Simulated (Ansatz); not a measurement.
# What tensor shear ε_xy = +2.00 % does to MgS

Start from MgS in the rock salt structure (space group Fm-3m, No. 225; a = 5.129 Å). Axes: x, y, z lie along the cube axes.

One thing is altered: a pure shear with ε_xy = ε_yx = 0.0200; the atoms relax in the strained cell.

The values are results of DFT with LDA, PAW potentials and a 420 eV plane-wave cutoff in Ansatz (a program for electronic structure), spin-orbit coupling left out, not measurements. Γ-centred 11×11×11 mesh, Fermi–Dirac width 0.05 eV.

* **Volume per atom**: 16.86 Å³ (base 16.87 Å³)
* **Shortest interatomic distance**: 2.565 Å (base 2.565 Å)
* **Energy relative to the base (free energy F)**: +4.8 meV/atom
* **Band gap**: 2.38 eV (base 2.65 eV)
* **Gap character**: indirect, Γ → X
* **Smallest direct gap**: 3.60 eV (base 3.83 eV)
* **Valence-band top at Γ (three highest levels, from the VBM)**: 0.00, -0.20, -0.38 eV (base 0.00, 0.00, 0.00 eV)
* **Stress (xx, yy, zz, yz, xz, xy; compression positive)**: (0.08, 0.08, -0.07, 0.00, 0.00, -2.29) GPa

No phonon test of stability was made. k-point labels follow each cell's own Brillouin zone.
